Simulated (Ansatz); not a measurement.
SnS (Aem2, No. 39, 4 atoms in the cell; start mp-554134; a measured phase of this formula has another space group) was calculated with PBEsol in Ansatz (PAW).

Run with plane-wave cutoff 500 eV, 1×10×10 k mesh (along the axes of the cell as run), gaussian smearing 0.02 eV, scalar-relativistic PAW data made under PBE.

Cell (relaxed at this level):

```
CELL_PARAMETERS angstrom
     22.42396     0.00000     0.00000
      0.00000     2.86763     2.87750
      0.00000    -2.86763     2.87750
ATOMIC_POSITIONS crystal
  Sn 0.43687 0.24312 0.74312
  Sn 0.56313 0.74312 0.24312
  S  0.44931 0.72288 0.22288
  S  0.55069 0.22288 0.72288
```

**Question.** Estimate the band gap that the calculation returns.

**Answer.** 
- band gap: 1.28 eV (on the SCF k mesh)

Note: the relaxation could not lower the start's symmetry, so the cell can be a saddle point above a distorted one; the cell has widely spaced layers and the level no dispersion term, so their spacing and the moduli can rest on weak binding.

Spin–orbit coupling is not included.

A start named mp-… is a Materials Project structure, which need not be a measured phase.

Ansatz is a quantum-chemistry and plane-wave program.
